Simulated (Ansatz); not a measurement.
## A computed series for SnSe2: response to strain

Base system: SnSe₂ in the CdI2 type structure (space group P-3m1, No. 164; layered, stacked along the Cartesian z axis).

```yaml
crystal:
  lattice:
    - [3.79364, 0.00000, 0.00000]
    - [-1.89682, 3.28539, 0.00000]
    - [0.00000, 0.00000, 5.74382]
  atoms:
    - { symbol: Sn, position: [0.00000, 0.00000, 0.00000] }
    - { symbol: Se, position: [0.33333, 0.66667, 0.27602] }
    - { symbol: Se, position: [0.66667, 0.33333, 0.72398] }
```

Cartesian axes are those of the cell as printed.

Strains are applied to the cell and any free atomic positions relax; under biaxial strain the out-of-plane vector relaxes too.

The values are results of PBEsol-D3(BJ) in Ansatz (plane waves to 420 eV, PAW, spin-orbit coupling left out), not measurements.

Notes on the quantities. pressure: mean of the normal stresses, compression positive.

```tsv
change	volume per atom	band gap	pressure
base	23.86 Å³	zero	0.0 GPa
biaxial strain −2.50 %, plane normal [001], relaxed out of plane	23.36 Å³	0.23 eV	2.1 GPa
biaxial strain −2.00 %, plane normal [001], relaxed out of plane	23.47 Å³	0.20 eV	1.6 GPa
biaxial strain −1.00 %, plane normal [001], relaxed out of plane	23.69 Å³	0.11 eV	0.8 GPa
biaxial strain −0.50 %, plane normal [001], relaxed out of plane	(withheld)	0.07 eV	(withheld)
biaxial strain +0.50 %, plane normal [001], relaxed out of plane	23.92 Å³	zero	-0.3 GPa
biaxial strain +1.50 %, plane normal [001], relaxed out of plane	24.04 Å³	zero	-1.0 GPa
biaxial strain +2.00 %, plane normal [001], relaxed out of plane	24.05 Å³	zero	-1.2 GPa
biaxial strain +2.50 %, plane normal [001], relaxed out of plane	24.03 Å³	zero	-1.4 GPa
biaxial strain +3.00 %, plane normal [001], relaxed out of plane	23.99 Å³	zero	-1.5 GPa
```

Question: What belongs in the blanks?

Answer: 
- biaxial strain −0.50 %, plane normal [001], relaxed out of plane, volume per atom: 23.79 Å³
- biaxial strain −0.50 %, plane normal [001], relaxed out of plane, pressure: 0.4 GPa

A case with no gap was solved on a k-mesh chosen for an insulator, which is coarse for it. Stability against distortions was not tested. The final runs are not spin-polarised. Gaps under 0.05 eV, about the width of the smearing, are given as zero. A zero or small gap of SnSe2 can be the functional's error rather than a property of the material.

Ansatz is a first-principles code.
